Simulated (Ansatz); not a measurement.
System: SrScHO2 (model structure, started from the SrVO2H type, P4/mmm, No. 123, 5 atoms in the cell). Method: LDA (plane waves, PAW; Ansatz, a quantum-chemistry and plane-wave program).

Settings: plane-wave cutoff 520 eV, 8×8×10 k mesh (along the axes of the cell as run), Fermi–Dirac smearing 0.01 eV, scalar-relativistic PAW data made under PBE.

Cell (relaxed with PBEsol):

```cif
data_HO2ScSr
_chemical_formula_sum 'Sr1 Sc1 O2 H1'
_space_group_name_H-M_alt 'P 1'
_space_group_IT_number 1
_cell_length_a 4.08710
_cell_length_b 4.08710
_cell_length_c 3.81716
_cell_angle_alpha 90.000
_cell_angle_beta 90.000
_cell_angle_gamma 90.000
loop_
_space_group_symop_operation_xyz
  'x, y, z'
loop_
_atom_site_label
_atom_site_type_symbol
_atom_site_fract_x
_atom_site_fract_y
_atom_site_fract_z
_atom_site_occupancy
Sr1 Sr 0.50000 0.50000 0.50000 1
Sc1 Sc 0.00000 0.00000 0.00000 1
O1 O 0.50000 0.00000 0.00000 1
O2 O 0.00000 0.50000 0.00000 1
H1 H 0.00000 0.00000 0.50000 1
```

Task: Give the computed band gap, smallest direct gap on the k points sampled and Γ–Γ gap.

Result: 
- band gap: 2.11 eV
- smallest direct gap on the k points sampled: 2.54 eV
- Γ–Γ gap: 4.02 eV

Note: the relaxation could raise the start's symmetry but not lower it, so the cell can be a saddle point; cell and atoms aren't relaxed at this level (pressure -3.9 GPa).

Spin–orbit coupling is not included.

The computed numbers hold no vibrational or temperature effects.

A model structure was made by putting elements into a prototype or built by hand; it is no filed structure, need not be a known phase, and can be a saddle point held by its symmetry.
